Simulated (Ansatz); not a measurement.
Consider interstitial O in ferroelectric LiNbO3, charge state -2. Method: PBE, PAW (plane waves to 420 eV; Ansatz, a program for electronic structure).

Cell of 120 host sites held at the relaxed PBE lattice; the Γ point alone; Fermi-Dirac width 0.01 eV, spin-restricted; finite-size errors left in. Energies are static. The charge state is imposed; whether it is stable for some Fermi level was not computed. Sites that were not tried may lie lower.

Barriers: single points on a 2×2×2 k-point mesh shifted by half a step along c at the bands' geometries.

The step: several atoms move together, O the farthest. Atoms about the jump, Cartesian Å from the middle of the jump, before and after:

```json
[
 {"atom": "O1", "x0": "-0.44", "y0": "0.24", "z0": "0.37", "x1": "0.44", "y1": "-0.24", "z1": "-0.37"},
 {"atom": "Nb2", "x0": "-0.78", "y0": "-1.75", "z0": "0.27", "x1": "-0.58", "y1": "-1.90", "z1": "-0.10"},
 {"atom": "Li3", "x0": "-0.72", "y0": "1.05", "z0": "-1.36", "x1": "-0.72", "y1": "1.11", "z1": "-1.40"},
 {"atom": "Li4", "x0": "1.89", "y0": "-0.37", "z0": "0.87", "x1": "1.84", "y1": "-0.41", "z1": "1.01"},
 {"atom": "O5", "x0": "0.42", "y0": "-1.17", "z0": "-1.16", "x1": "0.10", "y1": "-1.81", "z1": "-1.96"},
 {"atom": "O6", "x0": "-1.63", "y0": "-0.85", "z0": "1.96", "x1": "-1.32", "y1": "-0.49", "z1": "1.56"},
 {"atom": "O7", "x0": "1.13", "y0": "1.37", "z0": "1.79", "x1": "0.98", "y1": "1.33", "z1": "1.69"},
 {"atom": "Nb8", "x0": "-0.70", "y0": "0.87", "z0": "2.24", "x1": "-0.73", "y1": "1.04", "z1": "2.45"},
 {"atom": "Nb9", "x0": "1.85", "y0": "-0.50", "z0": "-2.27", "x1": "1.65", "y1": "-0.53", "z1": "-2.07"},
 {"atom": "O10", "x0": "2.41", "y0": "0.91", "z0": "-0.73", "x1": "2.56", "y1": "1.03", "z1": "-0.79"},
 {"atom": "O11", "x0": "0.89", "y0": "-2.11", "z0": "1.56", "x1": "0.87", "y1": "-2.18", "z1": "1.52"},
 {"atom": "O12", "x0": "0.20", "y0": "2.77", "z0": "-0.74", "x1": "0.22", "y1": "2.75", "z1": "-0.74"},
 {"atom": "O13", "x0": "-2.72", "y0": "1.03", "z0": "-0.82", "x1": "-2.65", "y1": "0.98", "z1": "-0.76"},
 {"atom": "O14", "x0": "-2.39", "y0": "-1.70", "z0": "-0.70", "x1": "-2.35", "y1": "-1.71", "z1": "-0.74"},
 {"atom": "Nb15", "x0": "1.83", "y0": "2.49", "z0": "0.16", "x1": "1.88", "y1": "2.52", "z1": "0.11"},
 {"atom": "O16", "x0": "0.88", "y0": "0.87", "z0": "-3.12", "x1": "0.80", "y1": "0.84", "z1": "-3.04"},
 {"atom": "O17", "x0": "2.90", "y0": "-1.81", "z0": "-0.84", "x1": "2.80", "y1": "-1.79", "z1": "-0.78"},
 {"atom": "O18", "x0": "-1.76", "y0": "2.31", "z0": "1.60", "x1": "-1.72", "y1": "2.36", "z1": "1.57"},
 {"atom": "Li19", "x0": "-3.39", "y0": "-0.51", "z0": "0.93", "x1": "-3.24", "y1": "-0.53", "z1": "0.83"},
 {"atom": "O20", "x0": "-1.65", "y0": "-0.27", "z0": "-3.10", "x1": "-1.72", "y1": "-0.24", "z1": "-3.16"},
 {"atom": "O21", "x0": "-0.18", "y0": "-3.60", "z0": "-0.72", "x1": "-0.10", "y1": "-3.74", "z1": "-0.55"},
 {"atom": "Li22", "x0": "-0.79", "y0": "-1.97", "z0": "3.35", "x1": "-0.74", "y1": "-1.96", "z1": "3.03"},
 {"atom": "O23", "x0": "0.26", "y0": "-0.25", "z0": "3.86", "x1": "0.23", "y1": "-0.28", "z1": "3.89"},
 {"atom": "O24", "x0": "-1.67", "y0": "-3.32", "z0": "1.55", "x1": "-1.68", "y1": "-3.20", "z1": "1.56"}
]
```

Q: Predict the transition state.

A: 
| atom | x | y | z |
|---|---|---|---|
| O1 | 0.09 | -0.05 | -0.01 |
| Nb2 | -0.66 | -1.84 | 0.03 |
| Li3 | -0.75 | 1.10 | -1.37 |
| Li4 | 1.88 | -0.40 | 0.94 |
| O5 | 0.17 | -1.64 | -1.74 |
| O6 | -1.53 | -0.67 | 1.71 |
| O7 | 1.13 | 1.36 | 1.77 |
| Nb8 | -0.65 | 0.90 | 2.27 |
| Nb9 | 1.77 | -0.47 | -2.12 |
| O10 | 2.51 | 0.99 | -0.77 |
| O11 | 0.85 | -2.20 | 1.54 |
| O12 | 0.21 | 2.78 | -0.74 |
| O13 | -2.69 | 0.98 | -0.78 |
| O14 | -2.41 | -1.73 | -0.73 |
| Nb15 | 1.85 | 2.52 | 0.13 |
| O16 | 0.79 | 0.87 | -3.02 |
| O17 | 2.75 | -1.75 | -0.71 |
| O18 | -1.66 | 2.28 | 1.51 |
| Li19 | -3.33 | -0.53 | 0.87 |
| O20 | -1.72 | -0.25 | -3.15 |
| O21 | -0.15 | -3.74 | -0.60 |
| Li22 | -0.78 | -2.00 | 3.13 |
| O23 | 0.26 | -0.28 | 3.84 |
| O24 | -1.69 | -3.26 | 1.56 |
It lies 0.62 eV above the start and 0.62 eV above the end. The saddle point's order was not checked.
